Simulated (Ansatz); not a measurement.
The parent structure is AlAs in the zinc blende structure (space group F-43m, No. 216; a = 5.674 Å). Axes: x, y, z lie along the cube axes.

Structures relaxed with PBEsol, PAW, 420 eV (Ansatz, a program for electronic structure; no spin-orbit coupling), earlier PAW set.

Base:

Simulated powder pattern, Cu Kα1, λ = 1.54056 Å (kinematic, ideal powder, no thermal factors, no anomalous dispersion; the 10 strongest lines at most, above 2 %, up to 2θ = 90°):

| 2θ (°) | I/Imax (%) | hkl |
|---|---|---|
| 27.20 | 100 | (111) |
| 31.51 | 19 | (200) |
| 45.16 | 60 | (220) |
| 53.52 | 45 | (311) |
| 56.10 | 4.9 | (222) |
| 65.78 | 9.6 | (400) |
| 72.56 | 18 | (331) |
| 74.76 | 6.3 | (420) |
| 83.37 | 20 | (422) |
| 89.72 | 14 | (511) |

After one change:

Simulated powder pattern, Cu Kα1, λ = 1.54056 Å (kinematic, ideal powder, no thermal factors, no anomalous dispersion; the 10 strongest lines at most, above 2 %, up to 2θ = 90°):

```json
[
 {"2θ (°)": "27.43", "I/Imax (%)": "100"},
 {"2θ (°)": "31.51", "I/Imax (%)": "13"},
 {"2θ (°)": "45.16", "I/Imax (%)": "20"},
 {"2θ (°)": "45.76", "I/Imax (%)": "39"},
 {"2θ (°)": "53.65", "I/Imax (%)": "30"},
 {"2θ (°)": "54.71", "I/Imax (%)": "14"},
 {"2θ (°)": "65.78", "I/Imax (%)": "6.5"},
 {"2θ (°)": "73.57", "I/Imax (%)": "12"},
 {"2θ (°)": "83.80", "I/Imax (%)": "13"},
 {"2θ (°)": "89.83", "I/Imax (%)": "7.1"}
]
```

Q: Which change produced these results?
A. uniaxial strain ε_yy = −2.45 %
B. uniaxial strain ε_yy = +0.55 %
C. biaxial strain −0.51 %, plane normal [001], relaxed out of plane
D. isotropic strain −5.69 %

A: A, uniaxial strain ε_yy = −2.45 %. Its volume per atom is 22.28 Å³ against 22.84 Å³, and its space group is I-4m2 (No. 119).

Whether these cells are dynamically stable was not tested.
